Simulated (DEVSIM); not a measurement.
Device: In0.49Ga0.51P/GaAs p-n heterojunction, at 300 K.

```csv
layer (left to right),material,thickness (μm),Nd (cm⁻³),Na (cm⁻³),τn (s),τp (s)
1,In0.49Ga0.51P,2.00,-,1.6e17,2e-8,2e-8
2,GaAs,0.370,1.8e17,-,2e-8,2e-8
```

Left contact: ohmic. Right contact: ohmic. Voltage is applied to the left contact. Recombination: SRH at mid-gap, radiative. Mobility is constant in doping.

Constants are typed, rounded textbook-type inputs, not results; the design itself was drawn at random and stands for no fabricated device. Values at 300 K.

```
parameter      In0.49Ga0.51P    GaAs
-------------  -------------  ------
gap (eV)                1.89   1.424
affinity (eV)              4    4.07
permittivity            11.8    12.9
Nc (cm⁻³)               9e17  4.7e17
Nv (cm⁻³)             1.3e19    9e18
μn (cm²/Vs)             1500    8500
μp (cm²/Vs)               80     400
B (cm³/s)              1e-10   2e-10
```

DEVSIM, 1D drift-diffusion, Boltzmann statistics, complete ionisation; no tunnelling, impact ionisation, image-force lowering or self-heating. Band offsets follow the typed affinities; no thermionic-emission limit at abrupt steps, no polarisation charge.

The doping Nd of layer 2 was swept, all else fixed.

```
doping Nd of layer 2 (cm^-3)  dark forward voltage at 1 A/cm² (V)  largest field in the device at zero bias (V/cm)  dark forward voltage at 100 A/cm² (V)  potential step across the device at zero bias (V)
----------------------------  -----------------------------------  -----------------------------------------------  -------------------------------------  -------------------------------------------------
5.4e15                                                      0.973                                           120000                                  1.246                                              1.591
1.8e16                                                      1.019                                           120000                                  1.282                                              1.622
5.4e16                                                      1.057                                           150000                                  1.317                                              1.650
1.8e17                                                        [?]                                              [?]                                    [?]                                              1.682
```

Problem. Fill in the missing entries.

Solution. 
- 1.8e17, dark forward voltage at 1 A/cm² (V): 1.128
- 1.8e17, largest field in the device at zero bias (V/cm): 210000
- 1.8e17, dark forward voltage at 100 A/cm² (V): 1.375
